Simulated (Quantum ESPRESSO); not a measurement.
Convergence test for SrMg14Ga (Amm2, 16 atoms in the cell)

```
SrMg14Ga
1.0
   10.55981     0.00000     0.00000
    0.00000     3.22115     5.66681
    0.00000    -3.22115     5.66681
Sr Mg Ga
1 14 1
Direct
  0.50000   0.17091   0.17091
  0.00000   0.16591   0.16591
  0.00000   0.66879   0.66879
  0.50000   0.18044   0.66494
  0.50000   0.66494   0.18044
  0.00000   0.16238   0.67056
  0.00000   0.67056   0.16238
  0.23990   0.33889   0.82511
  0.76010   0.82511   0.33889
  0.76010   0.33889   0.82511
  0.23990   0.82511   0.33889
  0.23609   0.33699   0.33699
  0.76391   0.33699   0.33699
  0.25975   0.83024   0.83024
  0.74025   0.83024   0.83024
  0.50000   0.65359   0.65359
```

Method: PBEsol, GBRV 1.5 ultrasoft (PBESOL) pseudopotentials (plane waves; Quantum ESPRESSO).

The starting cell comes from a database of computed structures (which also holds hypothetical and non-ambient phases and stackings), without a prior relaxation at this level.

Held fixed: occupations = smearing; smearing = marzari-vanderbilt; degauss = 0.0099958 Ry; K_POINTS = automatic 2 3 3 0 0 0; conv_thr = 1e-11 Ry. Moved along with it: ecutrho.

ΔF is the free energy per atom less that of the last row (65 Ry).

```tsv
ecutwfc	ΔF (meV/atom)	pressure (GPa)	largest force (eV/Å)	plane waves
20 Ry	6042.4	-186.60	0.121	3947
25 Ry	989.0	-42.94	0.111	5504
30 Ry	…	-8.24	0.107	7271
35 Ry	13.3	-1.48	0.107	9122
40 Ry	…	-0.83	0.107	11142
45 Ry	4.3	-0.91	0.107	13282
50 Ry	1.72	-0.86	0.106	15554
57 Ry	0.82	-0.79	0.106	18964
65 Ry	0.00	-0.85	0.106	23044
```

### Question
Fill in the missing entries.

### Answer

- 30 Ry, ΔF (meV/atom): 122.5
- 40 Ry, ΔF (meV/atom): 6.8
